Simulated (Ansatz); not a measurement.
The reference is BiP in the rock salt structure (space group Fm-3m, No. 225; a = 5.821 Å; a hypothetical phase, not in the database extracts checked).

Structures relaxed with r2SCAN in Ansatz (plane waves to 500 eV, PAW, no spin-orbit coupling).

Base:

Simulated powder pattern, Cu Kα1, λ = 1.54056 Å (kinematic, ideal powder, no thermal factors, no anomalous dispersion; the 8 strongest lines at most, above 2 %, up to 2θ = 90°):

| 2θ (°) | I/Imax (%) | hkl |
|---|---|---|
| 26.50 | 100 | (111) |
| 30.69 | 97 | (200) |
| 43.96 | 73 | (220) |
| 52.07 | 52 | (311) |
| 54.57 | 26 | (222) |
| 70.45 | 22 | (331) |
| 72.57 | 34 | (420) |
| 80.83 | 26 | (422) |

After one change:

Simulated powder pattern, Cu Kα1, λ = 1.54056 Å (kinematic, ideal powder, no thermal factors, no anomalous dispersion; the 8 strongest lines at most, above 2 %, up to 2θ = 90°):

```
2θ (°)  I/Imax (%)
------  ----------
25.74           39
29.81          100
42.66           77
50.49           20
52.90           28
61.91           13
70.21           36
78.09           27
```

Task: Which change produced these results?
(A) P → Pt
(B) Bi → Pt
(C) P → As

Result: C, P → As. Its volume per atom is 26.87 Å³ against 24.65 Å³, and its space group is Fm-3m (No. 225).

Stability against distortions was not tested. As relaxed here, BiAs, BiPt and PtP are hypothetical phases, not in the database extracts checked. All final runs are without spin polarisation. An odd electron count without spin: BiPt and PtP.

Ansatz is an electronic-structure program.
